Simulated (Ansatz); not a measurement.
**Sn: stress against strain**

Sn (diamond, Fd-3m, 34.969 Å³/atom at rest) under an equal strain ε in the (111) plane with the normal axis free, as in a coherent film. PBEsol in Ansatz, a plane-wave DFT program (PAW, default set), 420 eV, 15×15×15 Γ-centred mesh, Fermi-Dirac smearing 0.10 eV; ions are relaxed within the symmetry of each cell. Stress is positive for a compressed cell.

Here s stands for strain and y for stress xx.

| strain (%) | stress xx (GPa) |
|---|---|
| -1.25 | 1.14 |
| -0.83 | 0.76 |
| -0.42 | 0.38 |
| 0.00 | 0.01 |
| 0.42 | -0.35 |
| 0.83 | -0.69 |
| 1.25 | -1.03 |
| 2.50 | ? |

Using a straight line, estimate the missing y at s = 2.50 from the other rows, showing the fit.

Means: s 0, y 0.031. About the means, the sum of products is -4.2226 and the sum of squares of s is 4.8556; the slope is their ratio. Least squares gives y = 0.031 - 0.8696·s. Residuals (row less fit): 0.022, 0.007, -0.016, -0.021, -0.016, 0.001, 0.026; standard error 0.021 (degrees of freedom: 5). The slope gives the biaxial elastic modulus of this plane = 87 ± 0.9 GPa. At the withheld row, y = 0.031 - 0.8696 × 2.50 = -2.143 GPa. The calculation gives -1.95 GPa, 0.193 GPa above the prediction (6.2 % of the range of y in the table). The row lies outside the fitted rows, so this is an extrapolation. From the scatter of the fitted rows alone, a prediction at this place has a standard error of 0.032 GPa, so the miss is 6.0 times that.

One order more, fitted to all 13 runs of the series, follows each within 0.01, so the miss is the next term of a smooth law. This level leaves no gap over 0.05 eV at strain -1.25, -0.83, -0.42, 0.00, 0.42, 0.83, 1.25, 2.50, where the mesh may be coarse. Sn is here grey tin, stable below 13 °C. Rows are the converged runs of the series near zero and its far end; series whose fitted rows scatter by over a few per cent of the range, as at a crossing or softening among them, aren't shown in this form. Most that stay on the fit to the last digits aren't either.
